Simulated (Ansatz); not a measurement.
## BAs (space group P6_422, No. 181; a hypothetical phase, not in the database extracts checked)

```
CELL_PARAMETERS angstrom
      3.45873     0.00000     0.00000
     -1.72937     2.99535     0.00000
      0.00000     0.00000     7.48182
ATOMIC_POSITIONS crystal
  B  0.00000 0.50000 0.33333
  B  0.50000 0.50000 0.66667
  B  0.50000 0.00000 0.00000
  As 0.00000 0.50000 0.83333
  As 0.50000 0.50000 0.16667
  As 0.50000 0.00000 0.50000
```

Calculations: PBE (Ansatz, a first-principles code; PAW; 420 eV plane waves; no SOC). k-mesh 11×11×5 (Γ-centred); smearing 0.05 eV (Fermi–Dirac).

* **Volume per atom**: 12.92 Å³
* **Density**: 5.51 g/cm³
* **Band gap**: 0.48 eV, indirect, Γ → M
* **Hole mass**: 0.19 mₑ along c, 0.45 mₑ across
* **Total energy**: -2505.606 eV/atom (σ→0; compares only within this code and set-up)

Effective masses come from finite differences of ±0.01 Å⁻¹. Stability against distortions was not tested. The base started in P3_121 and relaxed to P6_422 at this level.
